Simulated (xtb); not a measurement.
xtb 6.7.1, GFN1-xTB: Co(Cl)(hfac) (FC(F)(F)C1=CC(=[O]->[Co]([Cl])[O]1)C(F)(F)F), charge 0, multiplicity 4, 16 atoms. The geometry is a generated start, not checked to be a minimum at this level.

```json
{
 "run_flags": "--grad",
 "method": "GFN1-xTB",
 "--acc": "1 (default)",
 "--etemp (K)": "300 (default)",
 "basis_functions": "74",
 "valence_electrons": "91"
}
```

```xyz
16

Co    -0.7642     2.5765    -0.0221
Cl    -1.5021     4.3912    -0.0791
F     -1.8349    -0.8742     2.7617
C     -0.5589    -0.9370     2.3787
F     -0.2807    -2.2199     2.1321
F      0.1938    -0.5633     3.4189
C     -0.2990    -0.0193     1.1605
C      0.2767    -0.5817     0.0209
C      0.4232     0.1944    -1.1312
C      0.9502    -0.5468    -2.3819
F      1.0784     0.2611    -3.4264
F      2.1460    -1.1014    -2.1438
F      0.1253    -1.5425    -2.7351
O      0.1477     1.4093    -1.2659
O     -0.6567     1.1754     1.3069
H      0.5553    -1.6218     0.0057
```

Charge 0 and multiplicity 4 are set for this test and not shown to be the ground state. GFN-xTB has no spin term: --uhf 3 sets the occupations alone.

One run each on 1 thread. Values of broydamp tried: 0.02, 0.05, 0.1, 0.2, 0.4 (default), 0.6, 0.8, 1.

### Question
Predict the course of the SCC iterations along this series.

### Answer
Fewest SCC iterations, within one of each other: 0.1 with 16, 0.2 with 15, 0.4 (default) with 15, 0.6 with 16. The count rises to 25 at 0.02. All converge to one solution.

```tsv
broydamp	SCC iterations	end
0.02	25	same solution
0.05	22	same solution
0.1	16	same solution
0.2	15	same solution
0.4 (default)	15	same solution
0.6	16	same solution
0.8	19	same solution
1	21	same solution
```
